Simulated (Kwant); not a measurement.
Device: wire with a side stub in a InAs two-dimensional gas. Effective mass 0.023 mₑ, grid spacing 3.3 nm, hard walls, nominal width 100 nm (31 grid rows, so walls 105.6 nm apart), one parabolic valley, scattering region 300 nm long along x; energies count from the band bottom; Fermi energy swept from 0.0013079 to 0.015532 eV. Closed stub on one side, 110 nm wide and 140 nm deep.

The device is made up for the run: typed textbook-type constants, with dimensions and the other settings drawn at random.

Kwant, effective-mass tight-binding model on a square grid, one spin, coherent transport at 0 K. Conductance is in e²/h.

Q: How many channels do the leads carry at E = 7.28, 11.7 meV?

A: The hard-wall thresholds are n² ħ²π²/(2mW²) = n² × 1.47 meV with W = 105.6 nm. √(7.28/1.47) = 2.23, so 2. √(11.7/1.47) = 2.83, so 2.
